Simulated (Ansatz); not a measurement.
The parent structure is CsPbBr3 in the cubic perovskite structure (space group Pm-3m, No. 221).

```cif
data_Br3CsPb
_chemical_formula_sum 'Cs1 Pb1 Br3'
_space_group_name_H-M_alt 'P 1'
_space_group_IT_number 1
_cell_length_a 5.77022
_cell_length_b 5.77022
_cell_length_c 5.77022
_cell_angle_alpha 90.000
_cell_angle_beta 90.000
_cell_angle_gamma 90.000
loop_
_space_group_symop_operation_xyz
  'x, y, z'
loop_
_atom_site_label
_atom_site_type_symbol
_atom_site_fract_x
_atom_site_fract_y
_atom_site_fract_z
_atom_site_occupancy
Cs1 Cs 0.00000 0.00000 0.00000 1
Pb1 Pb 0.50000 0.50000 0.50000 1
Br1 Br 0.50000 0.00000 0.50000 1
Br2 Br 0.00000 0.50000 0.50000 1
Br3 Br 0.50000 0.50000 0.00000 1
```

The values are results of DFT with LDA, PAW potentials and a 420 eV plane-wave cutoff in Ansatz (a quantum-chemistry and plane-wave program), scalar-relativistic without spin-orbit coupling, not measurements.

Before the change:

Band gap: 1.17 eV

Perturbation: every lattice vector is shortened by 2.40 %, atoms relaxed at fixed cell.

Estimate the effect on the band gap and energy relative to the base.

The band gap shrinks by 0.37 eV (1.17 eV → 0.80 eV); the energy rises by 17 meV/atom.

Spin-orbit coupling, missing from the scalar runs, can matter with Pb. The cells carry an imposed strain or load. Whether these cells are dynamically stable was not tested. Many cubic perovskites are stable only at high temperature; tilts and polar distortions were not tested. This is not the structure that CsPbBr3 has at room temperature and ambient pressure.
